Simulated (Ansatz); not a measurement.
**What Cs → La does to Cs**

The parent structure is Cs in the bcc (W type) structure (space group Im-3m, No. 229; a = 6.010 Å).

It is then changed as follows: full substitution Cs → La, then cell and atoms are relaxed.

The values are results of PBEsol (Ansatz, a first-principles code, PAW, no spin-orbit coupling), earlier PAW set, not measurements. k-mesh 16×16×16 (Γ-centred); smearing 0.05 eV (Fermi–Dirac), for the changed cell.

```
quantity                        base          changed         shift
-------------------  ---------------  ---------------  ------------
volume per atom            108.55 Å³         34.71 Å³     -73.84 Å³
density                   2.03 g/cm³       6.65 g/cm³  +4.612 g/cm³
lattice parameter a          6.010 Å          4.110 Å      -1.900 Å
space group          Im-3m (No. 229)  Im-3m (No. 229)             –
band gap                        zero             zero             –
```

Final structure:

```yaml
crystal:
  lattice:
    - [-2.05491, 2.05491, 2.05491]
    - [2.05491, -2.05491, 2.05491]
    - [2.05491, 2.05491, -2.05491]
  atoms:
    - { symbol: La, position: [0.00000, 0.00000, 0.00000] }
```

Cost of the whole job for the changed cell (relaxation, final SCF and bands): very roughly 30 core-seconds.

Whether these cells are dynamically stable was not tested. For La in this form, whether it has been made was not checked. All final runs are without spin polarisation. This is not the structure that La has at room temperature and ambient pressure.
